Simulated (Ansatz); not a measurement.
Ti₃AlB (model structure, started from the Ni3MgC type, Pm-3m, No. 221, 5 atoms in the cell) was calculated with LDA (Ansatz, an electronic-structure program, PAW).

Excerpt of the program's output:

```
WARN output.stress: scf.convergence.dr2_threshold = 1e-7 eV (the SCF's general default) is looser than the 5e-10 eV advised for a printed stress (1e-10 eV for …
Relaxation: its limit of steps is 80 (relax.max_steps)
Crystal: 5 atoms, lattice volume = 75.201 Å³
Basis set: ecut = 520 eV, 2007 PW (Γ), exchange–correlation on 64×64×64 points (8 copies of the dense FFT grid, shifted against one another)
Bands: 26, of which v1, the nominal top of the filled ones, is band 21 counted from 1 (20 counted from 0)
Symmetry: 48 space group operations
Space group: Pm-3m (ITA 221), of the structure as read, at distance tolerance 4.2e-5 Å
k-points: 84 of 1728
Functional: x = slater, c = lda
SCF iter   1: F=—  HF=-8015.527415 eV  |F-HF|=—  |Δ(HF+E_count)|=         —  Δρ=9.20e-3  dr2=8.20e-2
SCF iter   2: F=—  HF=-8015.509484 eV  |F-HF|=—  |Δ(HF+E_count)|=   1.79e-2  Δρ=4.64e-3  dr2=2.02e-2
  ...
SCF iter   5: F=—  HF=-8015.504256 eV  |F-HF|=—  |Δ(HF+E_count)|=   9.87e-6  Δρ=6.52e-5  dr2=2.25e-6
SCF iter   6: F=-8015.504255 eV  HF=-8015.504255 eV  |F-HF|=5.03e-8  |Δ(HF+E_count)|=   2.71e-7  Δρ=8.83e-6  dr2=7.52e-8
SCF 1 converged in 6 iterations: F = -8015.504255 eV  dr2 = 7.52e-8
relax step   1: F+E_penalty+E_count = -8015.50425525 eV  Δ(F+E_penalty+E_count) = +0.000e0 eV  max|allowed force component| = 3.712e-29 eV/Å  Δτ_max = 0.0000 Å  (6 SCF iters, accepted)
SCF converged after 6 iterations
Free energy (F): -8015.504255 eV
Internal energy: -8015.479626 eV  (E = F + TS)
E sigma→0 (E₀):  -8015.491940 eV
Fermi energy:    11.193634 eV
--- Forces (eV/Å), atoms counted from 1 ---
  atom   1  Al    -0.00000000     0.00000000    -0.00000000
  atom   2  Ti     0.00000000     0.00000000     0.00000000
  atom   3  Ti     0.00000000    -0.00000000    -0.00000000
  atom   4  Ti     0.00000000     0.00000000    -0.00000000
  atom   5  B      0.00000000    -0.00000000    -0.00000000
--- Stress (GPa, compression-positive) ---
       -2.749968      -0.000000       0.000000
        0.000000      -2.749968       0.000000
        0.000000       0.000000      -2.749968
  P = ⅓ Tr σ = -2.7500 GPa (-27.500 kbar)
```

Task: Write an input file that could have produced this run (the log leaves some choices open).

Result: Several could match; the one computed here: 
Ansatz 0.2 input:
```yaml
crystal:
  lattice:
    - [4.2209221956, 0.0, 0.0]
    - [0.0, 4.2209221956, 0.0]
    - [0.0, 0.0, 4.2209221956]
  atoms:
    - { symbol: Al, position: [0.0, 0.0, 0.0] }
    - { symbol: Ti, position: [0.0, 0.5, 0.5] }
    - { symbol: Ti, position: [0.5, 0.0, 0.5] }
    - { symbol: Ti, position: [0.5, 0.5, 0.0] }
    - { symbol: B, position: [0.5, 0.5, 0.5] }
basis:
  ecutwfc: 520
  ecutrho_ratio: 4
  xc_grid: 2
kpoints:
  mp_grid: { grid: [12, 12, 12] }
hamiltonian:
  xc: lda
  dispersion: none
  pseudopotentials: { kind: paw }
scf:
  occupations: { method: fermi_dirac, width: 0.05 }
output:
  forces: true
  stress: true
  eigenvalues: true
relax:
  f_tol: 0.004
  escape_saddle: false
  max_steps: 80
```

The cell is one volume of an energy–volume scan, off the minimum.

The PAW data were made under PBE.

Note: the run has no spin polarisation, so it can have missed a magnetic state. Note: the relaxation could raise the start's symmetry but not lower it, so the cell can be a saddle point.

A model structure was made by putting elements into a prototype or built by hand; it is no filed structure, need not be a known phase, and can be a saddle point held by its symmetry.
